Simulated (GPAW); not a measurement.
Troubleshooting GPAW: a failed run on Ba2MgNi2O6 (P-6m2, 11 atoms in the cell). The aim is a self-consistent single point with DFT LDA (Perdew-Wang 92)+U, plane waves, GPAW PAW datasets LDA (gpaw-data 1.0.1).

Cell that was meant: a = 5.7697 Å, b = 5.7697 Å, c = 5.5795 Å, α = 90.00°, β = 90.00°, γ = 120.00°.

Part of the input:

```python
from ase.units import GPa
from gpaw import GPAW, PW, FermiDirac

atoms = Atoms(['Ba', 'Ba', 'Mg', 'Ni', 'Ni', 'O', 'O', 'O', 'O', 'O', 'O', 'Ni'],
              cell=[[5.769690, 0.000000, 0.000000],
                    [-2.884845, 4.996698, 0.000000],
                    [0.000000, 0.000000, 5.579480]],
[...]
                                [0.302437, 0.151218, 0.500000],
                                [0.151607, 0.848393, 0.000000],
                                [0.696787, 0.848393, 0.000000],
                                [0.151607, 0.303213, 0.000000],
                                [-0.004480, 0.002031, 0.210144]],
              pbc=True)

atoms.set_initial_magnetic_moments([0.0, 0.0, 0.0, 2.0, 2.0, 0.0, 0.0, 0.0, 0.0, 0.0, 0.0, 2.0])

calc = GPAW(spinpol=True,
            mode=PW(950),
[...]
            setups={'Ni': ':d,6.2'},
            kpts={'size': (4, 4, 3), 'gamma': True},
            occupations=FermiDirac(0.1),
            nbands=-18,
            symmetry={'symmorphic': False, 'tolerance': 0.0005},
            maxiter=150,
            txt='-')
```

Output, abridged:

```
Input parameters:
  kpts: {gamma: True,
         size: (4, 4, 3)}
  maxiter: 150
  mode: {ecut: 950.0,
         name: pw}
  nbands: -18
  occupations: {fixmagmom: False,
                name: fermi-dirac,
                width: 0.1}
  setups: {Ni: :d,6.2}
  spinpol: True
  symmetry: {symmorphic: False,
             tolerance: 0.0005}

species:
  Ba:
   [... lines left out ...]
Number of atomic orbitals: 78
Number of bands in calculation: 78
Number of valence electrons: 114
Bands to converge: occupied

Density initialized from atomic densities
  78 bands from LCAO basis set

Atomic positions and initial magnetic moments

Positions:
   0 Ba     2.884848    1.665564    0.000000    ( 0.0000,  0.0000,  0.0000)
   1 Ba    -0.000003    3.331134    2.789740    ( 0.0000,  0.0000,  0.0000)
   2 Mg     2.884848    1.665564    2.789740    ( 0.0000,  0.0000,  0.0000)
   3 Ni     0.000000    0.000000    1.369707    ( 0.0000,  0.0000,  2.0000)
   4 Ni     0.000000    0.000000    4.209773    ( 0.0000,  0.0000,  2.0000)
   5 O      2.884848    3.485512    2.789740    ( 0.0000,  0.0000,  0.0000)
   6 O      4.460969    0.755591    2.789740    ( 0.0000,  0.0000,  0.0000)
   7 O      1.308727    0.755591    2.789740    ( 0.0000,  0.0000,  0.0000)
   8 O     -1.572757    4.239164    0.000000    ( 0.0000,  0.0000,  0.0000)
   9 O      1.572763    4.239164    0.000000    ( 0.0000,  0.0000,  0.0000)
  10 O      0.000003    1.515064    0.000000    ( 0.0000,  0.0000,  0.0000)
  11 Ni    -0.031707    0.010148    1.172494    ( 0.0000,  0.0000,  2.0000)

Unit cell:
           periodic     x           y           z      points  spacing
  1. axis:    yes    5.769690    0.000000    0.000000    42     0.1190
  2. axis:    yes   -2.884845    4.996698    0.000000    42     0.1190
  3. axis:    yes    0.000000    0.000000    5.579480    40     0.1395

  Lengths:   5.769690   5.769690   5.579480
  Angles:   90.000000  90.000000 120.000001

Effective grid spacing dv^(1/3) = 0.1316

Traceback (most recent call last):
   [... frames left out ...]
numpy.linalg.LinAlgError: The leading minor of order 82 of B is not positive definite. The factorization of B could not be completed and no eigenvalues or eigenvectors were computed.

The above exception was the direct cause of the following exception:

Traceback (most recent call last):
   [... frames left out ...]
ValueError: Too few plane waves or grid points
```

**Question.** Read the log: what does the program object to, and what is the fix?

**Answer.** The fault is one atom entered twice; here the program stops on it instead of giving results. To fix it, remove the duplicate atom. The program stopped with an error.

The sound input it was made from differs as follows (other fixes are possible):
```diff
-atoms = Atoms(['Ba', 'Ba', 'Mg', 'Ni', 'Ni', 'O', 'O', 'O', 'O', 'O', 'O', 'Ni'],
+atoms = Atoms(['Ba', 'Ba', 'Mg', 'Ni', 'Ni', 'O', 'O', 'O', 'O', 'O', 'O'],
-                                [0.151607, 0.303213, 0.000000],
-                                [-0.004480, 0.002031, 0.210144]],
+                                [0.151607, 0.303213, 0.000000]],
-atoms.set_initial_magnetic_moments([0.0, 0.0, 0.0, 2.0, 2.0, 0.0, 0.0, 0.0, 0.0, 0.0, 0.0, 2.0])
+atoms.set_initial_magnetic_moments([0.0, 0.0, 0.0, 2.0, 2.0, 0.0, 0.0, 0.0, 0.0, 0.0, 0.0])
-            nbands=-18,
+            nbands=-17,
```

With that input, the run converged in 32 iterations: free energy E − TS (from the program's reference atoms) -70.8900 eV; Fermi level (on the code's own zero) 5.46 eV; largest force (vector length) 0.564 eV/Å; size of the cell's spin moment 2.00 μB; site moments (μB, in the program's spheres or projections) Ba 0.01, Ba 0.00, Mg 0.01, Ni 1.54, Ni 1.54, O 0.01, O 0.01, O 0.01, O -0.24, O -0.24, O -0.24 (DFT LDA (Perdew-Wang 92)+U, plane waves, GPAW PAW datasets LDA (gpaw-data 1.0.1)).

On the sound input: the starting cell comes from a database of computed structures (which also holds hypothetical and non-ambient phases and stackings), without a prior relaxation at this level. The magnetic order is the one reached from the typed start; others were not searched systematically. With U or open f shells several self-consistent states can exist. Without a gap this mesh is coarse (it stands for a supercell whose shortest vector is 17 Å).
